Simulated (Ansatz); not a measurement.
**What tensor shear ε_xy = +1.71 % does to SiC**

The parent structure is SiC in the zinc blende structure (space group F-43m, No. 216; a = 4.3563 Å). Axes: x, y, z lie along the cube axes.

The change: a pure shear with ε_xy = ε_yx = 0.0171; the atoms relax in the strained cell.

Calculations: Ansatz (an electronic-structure program) r2SCAN, without spin-orbit coupling. k-mesh 13×13×13 (Γ-centred); smearing 0.05 eV (Fermi–Dirac).

```json
[
 {"quantity": "volume per atom", "base": "10.33 Å³", "changed": "10.33 Å³", "shift": "0.00 Å³"},
 {"quantity": "space group", "base": "F-43m (No. 216)", "changed": "Imm2 (No. 44)", "shift": "–"},
 {"quantity": "shortest interatomic distance", "base": "188.6 pm", "changed": "187.3 pm", "shift": "-1.37 pm"},
 {"quantity": "energy relative to the base (free energy F)", "base": "0 meV/atom", "changed": "+9.9 meV/atom", "shift": "+9.9 meV/atom"},
 {"quantity": "pressure (mean of the normal stresses, compression positive)", "base": "0.00 GPa", "changed": "0.19 GPa", "shift": "+0.19 GPa"},
 {"quantity": "band gap", "base": "1.71 eV", "changed": "1.48 eV", "shift": "-0.23 eV"},
 {"quantity": "gap character", "base": "–", "changed": "indirect, Γ → X", "shift": "–"},
 {"quantity": "smallest direct gap", "base": "5.05 eV", "changed": "4.67 eV", "shift": "-0.38 eV"},
 {"quantity": "valence-band top at Γ (three highest levels, from the VBM)", "base": "0.00, 0.00, 0.00 eV", "changed": "0.00, -0.18, -0.33 eV", "shift": "–"},
 {"quantity": "valley order (the lowest conduction-band minima on the path, energy above the VBM, named in the base's zone)", "base": "X along ⟨100⟩ 1.71 eV", "changed": "X along [001] 1.48 eV; X along [010] 1.54 eV", "shift": "–"},
 {"quantity": "stress (xx, yy, zz, yz, xz, xy; compression positive)", "base": "–", "changed": "(0.28, 0.28, -0.01, 0.00, 0.00, -8.94) GPa", "shift": "–"}
]
```

Final structure:

```
CELL_PARAMETERS angstrom
      0.03725     2.17817     2.17817
      2.17817     0.03725     2.17817
      2.21541     2.21541     0.00000
ATOMIC_POSITIONS crystal
  Si 0.00152 0.00152 0.99848
  C  0.24848 0.24848 0.25152
```

Whether these cells are dynamically stable was not tested. k-point labels follow each cell's own Brillouin zone.
